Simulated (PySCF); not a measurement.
PySCF 2.14.0, MP2 (frozen core)/cc-pvdz: [CH3][Al]([CH3])[CH2]C[Si](O)(O)O, 22 atoms. The geometry is a generated start, not checked to be a minimum at this level.

```yaml
task: mp2
basis: cc-pvdz
two_electron_scheme: exact four-centre integrals
frozen_core: true
mf.init_guess: minao (default)
mf.DIIS: CDIIS (default)
mf.diis_space: 8 (default)
mf.conv_tol: 1e-09 (default)
basis functions (reference run): 199
```

On 4 threads, 1 BLAS thread. Build: conda-forge: OpenMP (GNU), OpenBLAS with its own threads, libcint, Libxc. Each setting ran once; only counts and results are compared.

Values of mol.max_memory tried: 8000 MB, 4000 MB, 2000 MB, 1000 MB, 500 MB, 300 MB, 200 MB.

Q: What happens as the memory setting falls?

A: It runs down to 200 MB, the lowest tried, with the same result. At 8000 MB: SCF integrals in memory, transformation in memory. From 2000 MB down: SCF integrals in memory, transformation through a file. From 1000 MB down: direct SCF, transformation through a file.

```
mol.max_memory                                                    path  peak memory
--------------  ------------------------------------------------------  -----------
8000 MB              SCF integrals in memory, transformation in memory      2.3 GiB
4000 MB              SCF integrals in memory, transformation in memory      2.3 GiB
2000 MB         SCF integrals in memory, transformation through a file      3.1 GiB
1000 MB                      direct SCF, transformation through a file      1.7 GiB
500 MB                       direct SCF, transformation through a file      1.7 GiB
300 MB                       direct SCF, transformation through a file      1.7 GiB
200 MB                       direct SCF, transformation through a file      1.7 GiB
```

Peak memory is the kernel's count for the largest process, libraries included and scratch files not. The peak passes the setting at 2000 MB, 1000 MB, 500 MB, 300 MB, 200 MB: it is no hard cap. MP2's transformation through a file may take 2000 MB even at lower settings.
